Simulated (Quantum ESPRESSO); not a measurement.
Quantum ESPRESSO run on Zr (P6_3/mmc, 2 atoms in the cell): self-consistent single point.

Computed with PBE, PseudoDojo standard norm-conserving (PBE) pseudopotentials (plane waves; Quantum ESPRESSO).

The change in words: lattice scaled by 1.03. Reference geometry:
```
CELL_PARAMETERS angstrom
      3.28717     0.00000     0.00000
     -1.64359     2.84677     0.00000
      0.00000     0.00000     5.24877
ATOMIC_POSITIONS crystal
  Zr 0.33333 0.66667 0.25000
  Zr 0.66667 0.33333 0.75000
```

Reference input (self-consistent single point, DFT, PBE, plane waves, PseudoDojo standard norm-conserving (PBE) pseudopotentials): ecutwfc = 70 Ry; occupations = smearing; smearing = cold; degauss = 0.0073499 Ry; potentials = {Zr: Zr.upf}; K_POINTS = automatic 9 9 5 0 0 0; conv_thr = 1e-11 Ry; mixing_beta = 0.4. This run's input differs from it in these lines:

```diff
@@ -24,4 +24,4 @@
 ATOMIC_POSITIONS {angstrom}
-Zr    0.000000000    1.897848864    1.312192250
-Zr    1.643585329    0.948924432    3.936576750
+Zr    0.000000000    1.954784229    1.351558000
+Zr    1.692892801    0.977392115    4.054674000
 K_POINTS {automatic}
@@ -29,5 +29,5 @@
 CELL_PARAMETERS {angstrom}
-   3.287170658     0.000000000     0.000000000
-  -1.643585329     2.846773296     0.000000000
-   0.000000000     0.000000000     5.248769000
+   3.385785603     0.000000000     0.000000000
+  -1.692892801     2.932176344     0.000000000
+   0.000000000     0.000000000     5.406232000
```

The program printed (abridged):

```
     Self-consistent Calculation

     iteration #  1     ecut=    70.00 Ry     beta= 0.40

     Threshold (ethr) on eigenvalues was too large:
     Diagonalizing with lowered threshold

     total energy              =    -202.46484313 Ry
     estimated scf accuracy    <       0.04538508 Ry

     iteration #  2     ecut=    70.00 Ry     beta= 0.40

     total energy              =    -202.46546485 Ry
     estimated scf accuracy    <       0.00728238 Ry

     iteration #  3     ecut=    70.00 Ry     beta= 0.40

     total energy              =    -202.46659975 Ry
     estimated scf accuracy    <       0.00043744 Ry

   [... 6 blocks of this kind left out ...]

     iteration # 10     ecut=    70.00 Ry     beta= 0.40

     total energy              =    -202.46668096 Ry
     estimated scf accuracy    <          1.5E-11 Ry

     iteration # 11     ecut=    70.00 Ry     beta= 0.40
     End of self-consistent calculation

     the Fermi energy is    11.9725 ev

!    total energy              =    -202.46668096 Ry
     estimated scf accuracy    <          1.4E-12 Ry
     smearing contrib. (-TS)   =      -0.00005632 Ry
     internal energy E=F+TS    =    -202.46662464 Ry

     convergence has been achieved in  11 iterations

     Forces acting on atoms (cartesian axes, Ry/au):

     atom    1 type  1   force =     0.00000000   -0.00000000    0.00000000
     atom    2 type  1   force =    -0.00000000    0.00000000    0.00000000

     Total force =     0.000000     Total SCF correction =     0.000000

          total   stress  (Ry/bohr**3)                   (kbar)     P=     -102.42
  -0.00068631   0.00000000  -0.00000000         -100.96        0.00       -0.00
   0.00000000  -0.00068631   0.00000000            0.00     -100.96        0.00
   0.00000000   0.00000000  -0.00071603            0.00        0.00     -105.33

   JOB DONE.
```

The run converged in 11 iterations. Against the reference run the free energy rises by 105 meV/atom and the pressure goes from -4.12 to -10.24 GPa.

The starting cell comes from a database of computed structures (which also holds hypothetical and non-ambient phases and stackings), without a prior relaxation at this level. Its lattice was rescaled by a random factor within 2.5 % of one. For this run, on top of that: lattice scaled by 1.03.
